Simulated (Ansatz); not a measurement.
## Element substitutions in SiO2

The parent structure is SiO2 (space group P4_12_12, No. 92; a = 5.029 Å, c = 7.011 Å).

Each row replaces one element on all its sites; cell and atoms are relaxed.

Computed with DFT with PBEsol, PAW potentials and a 420 eV plane-wave cutoff in Ansatz (a first-principles code), no SOC, earlier PAW set.

Question: Only one of these has no band gap. Which?
(A) Si → Cr
(B) O → S
(C) Si → Te

Answer: A, Si → Cr. Computed: Si → Cr: zero; O → S: 2.10 eV; Si → Te: 2.88 eV

Spin-orbit coupling, missing from the scalar runs, can matter with Te. Stability against distortions was not tested. As relaxed here, CrO2 and SiS2 are hypothetical phases, not in the database extracts checked. No Hubbard U is applied and the magnetic state is the run's own (CrO2 ferromagnetic); small cells can't hold the antiferromagnetic order that many such compounds have, so gaps and moments can be off.
